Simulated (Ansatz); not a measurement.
Pressure series in Nb5Si3

Take Nb5Si3 (space group P6_3/mcm, No. 193; a = 7.508 Å, c = 5.224 Å) as the base.

Cell and atoms are relaxed at each pressure.

The values are results of PBEsol/PAW in Ansatz (a first-principles code), no spin-orbit coupling, not measurements.

Notes on the quantities. enthalpy: H = E + PV relative to the base's energy.

```tsv
case	lattice parameter a	enthalpy
base	7.508 Å	–
pressure −2 GPa	7.533 Å	-0.20 eV/atom
pressure −1 GPa	7.520 Å	-0.10 eV/atom
pressure 0.3 GPa	7.504 Å	+0.03 eV/atom
pressure 0.7 GPa	7.499 Å	+0.07 eV/atom
pressure 1.5 GPa	7.490 Å	+0.15 eV/atom
pressure 3 GPa	7.472 Å	+0.30 eV/atom
pressure 5 GPa	7.450 Å	+0.49 eV/atom
pressure 7.5 GPa	7.423 Å	+0.73 eV/atom
pressure 10 GPa	7.398 Å	+0.97 eV/atom
```

Load acts through the strain it causes; cell and atoms are relaxed under it. Whether these cells are dynamically stable was not tested. Competing high-pressure phases were not computed. All final runs are without spin polarisation.
